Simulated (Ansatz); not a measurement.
# Hypothetical R-3m Rh2O3, thickness series

Base system: Rh2O3 in the Bi2Te3 type structure (space group R-3m, No. 166; a = 2.9744 Å, c = 20.9208 Å (hexagonal axes); a hypothetical phase, not in the database extracts checked; layered, stacked along the Cartesian z axis).

Free-standing slabs (5 atom(s) a layer) normal to the stacking axis with 15 Å of vacuum; in-plane cell relaxed.

Method: plane-wave PAW DFT at the r2SCAN+rVV10 level (Ansatz, a quantum-chemistry and plane-wave program, 500 eV), without spin-orbit coupling.

Notes on the quantities. hole mass: in plane; excess energy per area of both faces: slab less bulk energy over the cell's area: twice a surface energy; uncertain by up to 0.04 J/m².

| variant | band gap | hole mass | excess energy per area of both faces | thickness between the outermost nuclei | shortest interatomic distance |
|---|---|---|---|---|---|
| base | 0.26 eV | – | – | – | 1.976 Å |
| 1 layer | 0.60 eV | 1.6 mₑ (at Γ) | 0.51 J/m² | 4.77 Å | 1.975 Å |
| 2 layers | 0.41 eV | 1.1 mₑ (at Γ) | 0.53 J/m² | 11.76 Å | 1.974 Å |
| 3 layers | 0.34 eV | 0.93 mₑ (at Γ) | 0.53 J/m² | 18.74 Å | 1.975 Å |
| 4 layers | 0.31 eV | – | 0.53 J/m² | 25.71 Å | 1.975 Å |

The excess energy carries the mismatch between the slab's and the bulk's meshes. Masses are band curvatures over ±0.01 Å⁻¹ around the edge. No phonon test of stability was made. The zero or small gap of Rh2O3 can change with the level of theory.
